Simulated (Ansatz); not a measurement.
Worked example: self-consistent single point of Y (P6_3/mmc, 2 atoms in the cell) in Ansatz (a quantum-chemistry and plane-wave program).

Method of the run: PBE, harder PAW files (source: ansatz) (plane waves; Ansatz).

The change in words: lattice scaled by 0.985; basis.ecutwfc: 30.9 Ry → 18.4 Ry. Reference geometry:
```
Y
1.0
    3.70522     0.00000     0.00000
   -1.85261     3.20882     0.00000
    0.00000     0.00000     5.98028
Y
2
Direct
  0.33333   0.66667   0.25000
  0.66667   0.33333   0.75000
```
Moments meant for the start (each program seeds them in its own way; μB, in the order of the atoms Y Y): 1.0 1.0.

Reference input (self-consistent single point, DFT, PBE, plane waves, harder PAW files (source: ansatz)): basis.ecutwfc = 30.9 Ry; kpoints.mp_grid.grid = 7 7 4; hamiltonian.xc = pbe; hamiltonian.pseudopotentials = {kind: paw, source: ansatz}; magnetization.spin_polarized = true; scf.occupations.method = gaussian; scf.occupations.width = 0.02 Ry. This run's input differs from it in these lines:

Ansatz 0.2 input:
```diff
@@ -2,5 +2,5 @@
   lattice:
-    - [3.705222, 0.000000, 0.000000]
-    - [-1.852611, 3.208816, 0.000000]
-    - [0.000000, 0.000000, 5.980282]
+    - [3.649644, 0.000000, 0.000000]
+    - [-1.824822, 3.160684, 0.000000]
+    - [0.000000, 0.000000, 5.890578]
   atoms:
@@ -9,3 +9,3 @@
 basis:
-  ecutwfc: 30.9 Ry
+  ecutwfc: 18.4 Ry
 kpoints:
```

Log, with long lists cut:

```
SCF iter   1: F=—  HF=-7697.926616 eV  |F-HF|=—  |Δ(HF+E_count)|=         —  Δρ=1.84e-2 (↑1.84e-2 ↓1.07e-2)  dr2=2.26e-1  dr2_m=9.71e-2  M=1.025 μB ∫|m|=1.026 μB  β_m=0.30  ethr=1.03e-3  ⟨swp⟩=1.0  Hψ=4400  notcnv=0
all-band conjugate gradients solve this SCF's bands
preconditioner: auto → Kerker (q_TF=auto, 2.261 Å⁻¹)
spin=Collinear: Kerker preconditioning applied to the charge; magnetization (m = ρ↑ − ρ↓) channel mixes plain (no charge-response kernel on spin).
   [... lines left out ...]
SCF iter  14: F=—  HF=-7698.018509 eV  |F-HF|=—  |Δ(HF+E_count)|=   2.53e-9  Δρ=1.22e-7 (↑6.62e-8 ↓1.22e-7)  dr2=1.34e-11  dr2_m=2.86e-12  M=0.000 μB ∫|m|=0.000 μB  β_m=1.00  ethr=3.83e-12  ⟨swp⟩=2.0  Hψ=1338  notcnv=0
SCF iter  15: F=-7698.018509 eV  HF=-7698.018509 eV  |F-HF|=2.73e-12  |Δ(HF+E_count)|=  3.82e-11  Δρ=1.94e-8 (↑1.34e-8 ↓1.94e-8)  dr2=3.44e-13  dr2_m=8.90e-14  M=-0.000 μB ∫|m|=0.000 μB  ethr=1.00e-12  ⟨swp⟩=1.0  Hψ=1878  notcnv=0
SCF 1 converged in 15 iterations: F = -7698.018509 eV  dr2 = 3.44e-13
WARN: the starting moments were not kept: the SCF closed with an absolute magnetisation of 3.5e-6 μB, where they sum to 2 μB in size (2 sites) …
Magnetization: -0.0000 μB (11.0000 up, 11.0000 down)
   [... lines left out ...]
Absolute magnetization: 0.0000 μB (∫|ρ↑−ρ↓|, with the PAW one-centre terms)
Free energy (F): -7698.018509 eV
Fermi energy:    9.115749 eV
   [... lines left out ...]
  atom   2  Y      0.00000000    -0.00000000    -0.00000000
--- Stress (GPa, compression-positive) ---
       -0.630549       0.000000       0.000000
       -0.000000      -0.630549       0.000000
        0.000000       0.000000      -2.412250
  P = ⅓ Tr σ = -1.2244 GPa (-12.244 kbar)
  The stress holds the Pulay correction. Without it, at fixed plane waves, as pw.x and ABINIT print it: P = -8.7212 GPa
```

The run converged in 15 iterations. Against the reference run the free energy goes up by 233 meV/atom and the pressure goes from -2.69 to -1.22 GPa.

The starting cell comes from a database of computed structures (which also holds hypothetical and non-ambient phases and stackings), without a prior relaxation at this level. Its lattice was rescaled by a random factor within 2.5 % of one. For this run, on top of that: lattice scaled by 0.985. The starting moments vanished: the run ended non-magnetic. The program warned that a starting moment was not kept. Ansatz's pressure includes its estimate of the finite-basis (Pulay) stress. Without the estimate this run gives -8.72 GPa. The cutoff lies below the one recommended for these files.
